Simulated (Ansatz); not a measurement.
Take MoSi2 (space group I4/mmm, No. 139; a = 3.190 Å, c = 7.822 Å; relaxed with 0.1 eV smearing) as the base. Axes: x, y, z lie along a, b, c of the conventional cell.

Method: PBEsol (Ansatz, a first-principles code; PAW; 420 eV plane waves; without spin-orbit coupling).

Base values:

| Item | Result |
|---|---|
| Pressure | 0.0 GPa |
| Shortest interatomic distance | 2.580 Å |

Perturbation: the cell is stretched by 0.50 % along x with no lateral relaxation, atoms relaxed at fixed cell.

### Question
How does this affect the energy relative to the base?

### Answer
The energy goes up by 0.4 meV/atom.

### Question
Predict the new pressure.

### Answer
The pressure (mean of the normal stresses, compression positive) goes from zero to -1.0 GPa.

### Question
Predict the new shortest interatomic distance.

### Answer
The shortest interatomic distance remains 2.580 Å.

The cells carry an imposed strain or load. No phonon test of stability was made. All final runs are without spin polarisation.
